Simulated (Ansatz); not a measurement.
CsCl-type TiCo was calculated with RPBE (Ansatz, a quantum-chemistry and plane-wave program, PAW).

Numerical settings: plane-wave cutoff 520 eV, 16×16×16 k mesh, Fermi–Dirac smearing 0.1 eV, perturbation theory, no spin polarisation, scalar-relativistic PAW data made under PBE.

Computed at the level's own relaxed cell.

```
CELL_PARAMETERS angstrom
      2.99663     0.00000     0.00000
      0.00000     2.99663     0.00000
      0.00000     0.00000     2.99663
ATOMIC_POSITIONS crystal
  Ti 0.00000 0.00000 0.00000
  Co 0.50000 0.50000 0.50000
```

Harmonic phonon frequencies (cm⁻¹; i marks an imaginary mode):

```tsv
q point	frequencies
Γ	…
X	…
M	101 101 112 157 263 263
```

Task: Complete the blanks.

Result: 
- Γ, frequencies: 0 0 0 209 209 209
- X, frequencies: 126 126 152 152 170 306

No imaginary mode appears at these points.
